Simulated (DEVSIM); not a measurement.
System: Co/SiO2/n-Ge capacitor, at 300 K.

| layer (left to right) | material | thickness (nm) | Nd (cm⁻³) |
|---|---|---|---|
| 1 | SiO2 | 4.70 | - |
| 2 | Ge | 2100 | 8e16 |

Metal gate on the left, work function 5 eV. Fixed charge at the semiconductor interface -1.2e10 cm⁻² (in units of +e); no interface traps.

Constants are typed, rounded textbook-type inputs, not results; the design itself was drawn at random and stands for no fabricated device. Values at 300 K; Nc and Nv go as T^1.5, mobilities as T to minus their exponent, the gap by Varshni's rule with the affinity fixed.

```csv
parameter,SiO2,Ge
gap (eV),9,0.664
affinity (eV),0.9,4
permittivity,3.9,16
Nc (cm⁻³),-,1.04e19
Nv (cm⁻³),-,6e18
Varshni α (eV/K),-,0.000477
Varshni β (K),-,235
```

Simulated with DEVSIM: 1D Poisson equation in equilibrium, Boltzmann statistics, complete ionisation; no quantum confinement or tunnelling. Metal contacts follow the ideal Schottky-Mott rule: no Fermi-level pinning, no interface dipoles.

Base results: minimum of the low-frequency capacitance (μF/cm²) 0.142; flat-band voltage (V) 0.88; threshold voltage (band bending 2φF) (V) 0.28.

What follows from this one change: gate work function 5 → 4.85 eV?

minimum of the low-frequency capacitance little changed (0.142 μF/cm²); flat-band voltage 0.88 → 0.73 V; threshold voltage (band bending 2φF) 0.28 → 0.13 V.

What follows from this one change: interface trap density 0 → 3e+11 cm^-2 eV^-1?

minimum of the low-frequency capacitance 0.142 → 0.173 μF/cm²; flat-band voltage 0.88 → 0.89 V; threshold voltage (band bending 2φF) 0.28 → 0.27 V.

What follows from this one change: fixed charge -1.2e+10 → 1.188e+12 cm^-2?

minimum of the low-frequency capacitance little changed (0.143 μF/cm²); flat-band voltage 0.88 → 0.62 V; threshold voltage (band bending 2φF) 0.28 → 0.02 V.
